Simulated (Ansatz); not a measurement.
```yaml
crystal:
  lattice:
    - [8.64889, -0.00021, 0.02020]
    - [0.00037, 8.64809, -0.11593]
    - [-1.65337, 0.47797, 28.75258]
  atoms:
    - { symbol: Si, position: [0.75805, 0.63314, 0.06383] }
    - { symbol: Si, position: [0.39386, 0.82072, 0.06769] }
    - { symbol: Si, position: [0.61835, 0.18919, 0.08466] }
    - { symbol: Si, position: [0.19823, 0.39636, 0.06618] }
    - { symbol: Si, position: [0.04573, 0.99993, 0.07052] }
    - { symbol: B, position: [0.56029, 0.74735, 0.02558] }
    - { symbol: B, position: [0.23506, 0.95978, 0.02846] }
    - { symbol: Si, position: [0.47567, 0.34889, 0.03424] }
    - { symbol: Si, position: [0.91735, 0.41042, 0.04991] }
    - { symbol: Si, position: [0.82014, 0.12371, 0.03828] }
    - { symbol: Si, position: [0.92893, 0.30631, 0.16712] }
    - { symbol: Si, position: [0.51410, 0.50709, 0.16412] }
    - { symbol: Si, position: [0.73173, 0.90148, 0.16553] }
    - { symbol: Si, position: [0.32156, 0.10241, 0.17084] }
    - { symbol: Si, position: [0.11881, 0.69823, 0.16358] }
    - { symbol: Si, position: [0.72154, 0.41638, 0.12044] }
    - { symbol: Si, position: [0.30604, 0.60574, 0.11287] }
    - { symbol: Si, position: [0.50548, 0.99160, 0.12488] }
    - { symbol: Si, position: [0.12466, 0.20654, 0.12037] }
    - { symbol: Si, position: [0.91514, 0.80116, 0.11368] }
    - { symbol: Si, position: [0.83869, 0.59949, 0.26073] }
    - { symbol: Si, position: [0.44129, 0.80064, 0.26043] }
    - { symbol: Si, position: [0.64177, 0.20336, 0.26146] }
    - { symbol: Si, position: [0.24254, 0.40422, 0.26246] }
    - { symbol: Si, position: [0.03945, 0.99971, 0.26138] }
    - { symbol: Si, position: [0.63292, 0.70152, 0.21231] }
    - { symbol: Si, position: [0.22678, 0.89565, 0.21374] }
    - { symbol: Si, position: [0.43297, 0.30759, 0.21470] }
    - { symbol: Si, position: [0.03573, 0.50362, 0.21450] }
    - { symbol: Si, position: [0.83261, 0.10359, 0.21361] }
    - { symbol: Si, position: [0.96148, 0.30140, 0.35693] }
    - { symbol: Si, position: [0.56063, 0.49734, 0.35731] }
    - { symbol: Si, position: [0.75577, 0.90117, 0.35527] }
    - { symbol: Si, position: [0.35522, 0.10223, 0.35680] }
    - { symbol: Si, position: [0.15750, 0.70035, 0.35539] }
    - { symbol: Si, position: [0.75185, 0.40026, 0.30942] }
    - { symbol: Si, position: [0.35416, 0.60226, 0.30958] }
    - { symbol: Si, position: [0.54572, 0.00233, 0.30831] }
    - { symbol: Si, position: [0.14903, 0.20100, 0.30854] }
    - { symbol: Si, position: [0.94621, 0.79945, 0.30827] }
    - { symbol: Si, position: [0.88221, 0.59734, 0.44995] }
    - { symbol: Si, position: [0.46882, 0.79582, 0.44613] }
    - { symbol: Si, position: [0.67839, 0.20055, 0.45260] }
    - { symbol: Si, position: [0.28104, 0.40058, 0.45499] }
    - { symbol: Si, position: [0.06376, 0.00053, 0.45217] }
    - { symbol: Si, position: [0.67095, 0.69952, 0.40288] }
    - { symbol: Si, position: [0.25613, 0.90228, 0.40327] }
    - { symbol: Si, position: [0.46636, 0.29812, 0.40571] }
    - { symbol: Si, position: [0.07693, 0.49897, 0.40426] }
    - { symbol: Si, position: [0.86277, 0.10159, 0.40314] }
    - { symbol: B, position: [0.97714, 0.29927, 0.52720] }
    - { symbol: B, position: [0.63629, 0.56131, 0.52393] }
    - { symbol: Si, position: [0.71844, 0.77426, 0.53752] }
    - { symbol: Si, position: [0.37008, 0.02885, 0.53891] }
    - { symbol: Si, position: [0.23050, 0.77866, 0.53835] }
    - { symbol: Si, position: [0.78763, 0.40404, 0.49946] }
    - { symbol: Si, position: [0.41642, 0.59781, 0.49964] }
    - { symbol: Si, position: [0.58613, 0.98563, 0.49520] }
    - { symbol: Si, position: [0.16134, 0.20537, 0.50041] }
    - { symbol: Si, position: [0.97663, 0.79613, 0.50076] }
    - { symbol: N, position: [0.21147, 0.53535, 0.67888] }
    - { symbol: N, position: [0.71252, 0.53673, 0.67796] }
    - { symbol: N, position: [0.46295, 0.78562, 0.67833] }
    - { symbol: N, position: [0.96261, 0.78606, 0.67822] }
    - { symbol: N, position: [0.21100, 0.03628, 0.67901] }
    - { symbol: N, position: [0.71089, 0.03708, 0.67780] }
    - { symbol: N, position: [0.46162, 0.28522, 0.67902] }
    - { symbol: N, position: [0.96201, 0.28678, 0.67950] }
    - { symbol: N, position: [0.44572, 0.53133, 0.60755] }
    - { symbol: N, position: [0.94979, 0.53922, 0.60528] }
    - { symbol: N, position: [0.70158, 0.79375, 0.60073] }
    - { symbol: N, position: [0.20200, 0.78140, 0.60145] }
    - { symbol: N, position: [0.44035, 0.03916, 0.59997] }
    - { symbol: N, position: [0.94630, 0.03802, 0.60555] }
    - { symbol: N, position: [0.69675, 0.28633, 0.60466] }
    - { symbol: N, position: [0.20146, 0.28834, 0.60770] }
    - { symbol: N, position: [0.23829, 0.53550, 0.82424] }
    - { symbol: N, position: [0.73824, 0.53550, 0.82381] }
    - { symbol: N, position: [0.48906, 0.78514, 0.82581] }
    - { symbol: N, position: [0.98817, 0.78484, 0.82433] }
    - { symbol: N, position: [0.23878, 0.03416, 0.82614] }
    - { symbol: N, position: [0.73832, 0.03495, 0.82567] }
    - { symbol: N, position: [0.48817, 0.28504, 0.82554] }
    - { symbol: N, position: [0.98884, 0.28487, 0.82447] }
    - { symbol: N, position: [0.47571, 0.53566, 0.75284] }
    - { symbol: N, position: [0.97520, 0.53584, 0.75258] }
    - { symbol: N, position: [0.72528, 0.78588, 0.75191] }
    - { symbol: N, position: [0.22543, 0.78572, 0.75224] }
    - { symbol: N, position: [0.47552, 0.03515, 0.75232] }
    - { symbol: N, position: [0.97512, 0.03523, 0.75302] }
    - { symbol: N, position: [0.72522, 0.28557, 0.75286] }
    - { symbol: N, position: [0.22550, 0.28495, 0.75338] }
    - { symbol: N, position: [0.26369, 0.53577, 0.97046] }
    - { symbol: N, position: [0.76328, 0.53903, 0.96718] }
    - { symbol: N, position: [0.52648, 0.78082, 0.97554] }
    - { symbol: N, position: [0.01531, 0.77811, 0.97177] }
    - { symbol: N, position: [0.27015, 0.03159, 0.98336] }
    - { symbol: N, position: [0.76578, 0.04321, 0.97970] }
    - { symbol: N, position: [0.51076, 0.28341, 0.97421] }
    - { symbol: N, position: [0.01744, 0.28139, 0.96859] }
    - { symbol: N, position: [0.50151, 0.53498, 0.89728] }
    - { symbol: N, position: [0.00164, 0.53457, 0.89753] }
    - { symbol: N, position: [0.75301, 0.78596, 0.89877] }
    - { symbol: N, position: [0.25252, 0.78422, 0.89885] }
    - { symbol: N, position: [0.50244, 0.03481, 0.90052] }
    - { symbol: N, position: [0.00189, 0.03333, 0.89909] }
    - { symbol: N, position: [0.75182, 0.28573, 0.89731] }
    - { symbol: N, position: [0.25116, 0.28354, 0.89867] }
    - { symbol: Ti, position: [0.46767, 0.53901, 0.68058] }
    - { symbol: Ti, position: [0.95785, 0.53601, 0.68027] }
    - { symbol: Ti, position: [0.71260, 0.78777, 0.67844] }
    - { symbol: Ti, position: [0.21416, 0.78847, 0.67888] }
    - { symbol: Ti, position: [0.45927, 0.03125, 0.67809] }
    - { symbol: Ti, position: [0.96147, 0.03773, 0.67995] }
    - { symbol: Ti, position: [0.71584, 0.28520, 0.68073] }
    - { symbol: Ti, position: [0.20716, 0.28310, 0.68096] }
    - { symbol: Ti, position: [0.19620, 0.52391, 0.61064] }
    - { symbol: Ti, position: [0.70349, 0.52168, 0.60527] }
    - { symbol: Ti, position: [0.45603, 0.76753, 0.60945] }
    - { symbol: Ti, position: [0.95306, 0.78077, 0.60848] }
    - { symbol: Ti, position: [0.18139, 0.05407, 0.61002] }
    - { symbol: Ti, position: [0.71079, 0.05142, 0.60890] }
    - { symbol: Ti, position: [0.44909, 0.29645, 0.61116] }
    - { symbol: Ti, position: [0.94695, 0.29475, 0.60539] }
    - { symbol: Ti, position: [0.48704, 0.53573, 0.82482] }
    - { symbol: Ti, position: [0.98969, 0.53668, 0.82483] }
    - { symbol: Ti, position: [0.73884, 0.78758, 0.82556] }
    - { symbol: Ti, position: [0.23900, 0.78551, 0.82610] }
    - { symbol: Ti, position: [0.48916, 0.03454, 0.82755] }
    - { symbol: Ti, position: [0.98809, 0.03341, 0.82574] }
    - { symbol: Ti, position: [0.73815, 0.28220, 0.82514] }
    - { symbol: Ti, position: [0.23866, 0.28456, 0.82602] }
    - { symbol: Ti, position: [0.22461, 0.53540, 0.75182] }
    - { symbol: Ti, position: [0.72567, 0.53621, 0.75192] }
    - { symbol: Ti, position: [0.47434, 0.78757, 0.75057] }
    - { symbol: Ti, position: [0.97640, 0.78379, 0.75119] }
    - { symbol: Ti, position: [0.22598, 0.03488, 0.75134] }
    - { symbol: Ti, position: [0.72389, 0.03609, 0.75053] }
    - { symbol: Ti, position: [0.47631, 0.28318, 0.75165] }
    - { symbol: Ti, position: [0.97439, 0.28715, 0.75253] }
    - { symbol: Ti, position: [0.51293, 0.53594, 0.96826] }
    - { symbol: Ti, position: [0.01617, 0.53419, 0.96760] }
    - { symbol: Ti, position: [0.77888, 0.77038, 0.96884] }
    - { symbol: Ti, position: [0.25122, 0.76876, 0.96855] }
    - { symbol: Ti, position: [0.51543, 0.03768, 0.96959] }
    - { symbol: Ti, position: [0.01885, 0.02791, 0.97037] }
    - { symbol: Ti, position: [0.78095, 0.30515, 0.96734] }
    - { symbol: Ti, position: [0.24874, 0.29661, 0.96872] }
    - { symbol: Ti, position: [0.25434, 0.53239, 0.89645] }
    - { symbol: Ti, position: [0.74849, 0.53459, 0.89580] }
    - { symbol: Ti, position: [0.50364, 0.78634, 0.90039] }
    - { symbol: Ti, position: [0.00255, 0.78927, 0.89712] }
    - { symbol: Ti, position: [0.25413, 0.03350, 0.89962] }
    - { symbol: Ti, position: [0.75041, 0.03874, 0.90025] }
    - { symbol: Ti, position: [0.50103, 0.28399, 0.89948] }
    - { symbol: Ti, position: [0.00156, 0.27841, 0.89668] }
```

The first 60 atoms are the substrate (Si), the rest the film (TiN-rs).

All values below come from PBE (plane waves to 420 eV, PAW; Ansatz, a program for electronic structure). Spin–orbit coupling is left out; the runs are not spin-polarised; PBE gaps are too small against experiment. Its k-point mesh 3×3×1, Fermi–Dirac width 0.05 eV.

Q: Describe the bonding at the interfaces and give the barriers.

A: A periodic stack without vacuum, rock-salt TiN (0 0 1) on silicon (0 0 1), B on 2 of 5 substrate sites at each interface (film strained to the substrate, started from cuts of the bulks and a machine-learned relaxation; slabs Si56B4 and N48Ti48, which can lie off the formulas): substrate slab Si56B4, film N48Ti48, surface cells [[-3, -1], [-1, -2]] and [[0, -2], [4, 2]], film strained by +1.8 and +1.8 %, outermost planes Si/Si and NTi/NTi as cut, which need not be the usual terminations and can put a slab off its formula.
The interface area comes out as 74.8 Å² and the period is 28.76 Å. The heights between the nearest atoms of the two slabs at the two interfaces is 1.76 and 1.21 Å and the Si–Ti contacts across the interfaces within 1.22 times the sum of covalent radii comes out as 23, mean 2.95 Å. The B–Ti contacts across the interfaces within 1.22 times the sum of covalent radii comes out as 6, mean 2.44 Å and the N–Si contacts across the interfaces within 1.22 times the sum of covalent radii comes out as 5, mean 1.85 Å. The B–N contacts across the interfaces within 1.22 times the sum of covalent radii comes out as 2, mean 1.48 Å, the hole barrier (PBE) comes out as 0.29 eV and the electron barrier (PBE) is 0.32 eV.
